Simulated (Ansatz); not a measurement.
The parent structure is C in the graphite type structure (space group P6_3/mmc, No. 194; a = 2.455 Å, c = 6.671 Å; layered, stacked along the Cartesian z axis).

Calculations: r2SCAN+rVV10/PAW in Ansatz (an electronic-structure program), scalar-relativistic without spin-orbit coupling.

Before the change:

Pressure: 0.0 GPa
Band gap: zero

It is then changed as follows: an isotropic linear strain of −0.96 %; the atoms relax in the strained cell.

How does this affect the pressure?

The pressure (mean of the normal stresses, compression positive) goes from zero to 8.9 GPa.

How does this affect the energy relative to the base?

The energy rises by 6.7 meV/atom.

Estimate the effect on the band gap.

The band gap stays zero.

A case with no gap was solved on a k-mesh chosen for an insulator, which is coarse for it. Whether these cells are dynamically stable was not tested.
